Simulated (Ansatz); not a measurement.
# Ca3SbN, pressure series

The parent structure is Ca$_{3}$SbN in the anti-perovskite structure (space group Pm-3m, No. 221; a = 4.8027 Å; a cell from a computed database, its experimental status unchecked).

Cell and atoms are relaxed at each pressure.

Levels (all Ansatz, an electronic-structure program, PAW): PBEsol (420 eV, no spin-orbit coupling); HSE06 (420 eV, no spin-orbit coupling).

Band gaps by level, all at the geometries relaxed with PBEsol:

| case | PBEsol | HSE06 |
|---|---|---|
| base | 0.33 eV | 1.07 eV |
| pressure −2 GPa | 0.39 eV | ___ |
| pressure 0.3 GPa | 0.32 eV | 1.06 eV |
| pressure 0.7 GPa | 0.31 eV | 1.05 eV |
| pressure 1.5 GPa | 0.29 eV | 1.03 eV |
| pressure 3 GPa | 0.25 eV | ___ |
| pressure 5 GPa | 0.20 eV | ___ |
| pressure 10 GPa | 0.08 eV | 0.82 eV |

Problem. Some entries are withheld; estimate them.

Solution. 
- pressure −2 GPa, HSE06: 1.12 eV
- pressure 3 GPa, HSE06: 0.98 eV
- pressure 5 GPa, HSE06: 0.93 eV

Single points use the geometry relaxed with PBEsol. With Sb present, leaving out spin-orbit coupling can change the band edges. Load acts through the strain it causes; cell and atoms are relaxed under it. Stability against distortions was not tested. Competing high-pressure phases were not computed. The zero or small gap of Ca3SbN under pressure 1.5 GPa, Ca3SbN under pressure 3 GPa, Ca3SbN under pressure 5 GPa and Ca3SbN under pressure 10 GPa can change with the level of theory.
